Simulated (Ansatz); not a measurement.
Start from CaO in the rock salt structure (space group Fm-3m, No. 225).

```
CELL_PARAMETERS angstrom
      0.00000     2.38356     2.38356
      2.38356     0.00000     2.38356
      2.38356     2.38356     0.00000
ATOMIC_POSITIONS crystal
  Ca 0.00000 0.00000 0.00000
  O  0.50000 0.50000 0.50000
```

All numbers come from PBEsol in Ansatz (plane waves to 420 eV, PAW, no spin-orbit coupling).

For the base:

The pressure is 0.00 GPa and the smallest direct gap is 3.92 eV. The valley order comes out as X along ⟨100⟩ 3.54 eV; Γ 4.78 eV.

Now apply this change: every lattice vector is shortened by 0.50 %, atoms relaxed at fixed cell.

Q: What does the calculation give for the energy relative to the base after the change?

A: The energy goes up by 1.1 meV/atom.

Q: Estimate the effect on the mean gap deformation potential ΔEg/Δln V.

A: The mean gap deformation potential ΔEg/Δln V comes out as +0.6 eV.

Q: What does the calculation give for the pressure after the change?

A: The pressure goes from zero to 1.79 GPa.

Q: How does this affect the smallest direct gap?

A: The smallest direct gap decreases by 0.013 eV (3.92 eV → 3.90 eV).

Q: How does this affect the valley order?

A: The valley order (the lowest conduction-band minima on the path, energy above the VBM, named in the base's zone) becomes X along ⟨100⟩ 3.54 eV; Γ 4.91 eV (base: X along ⟨100⟩ 3.54 eV; Γ 4.78 eV).

The cells carry an imposed strain or load. Stability against distortions was not tested.

Ansatz is a first-principles code.
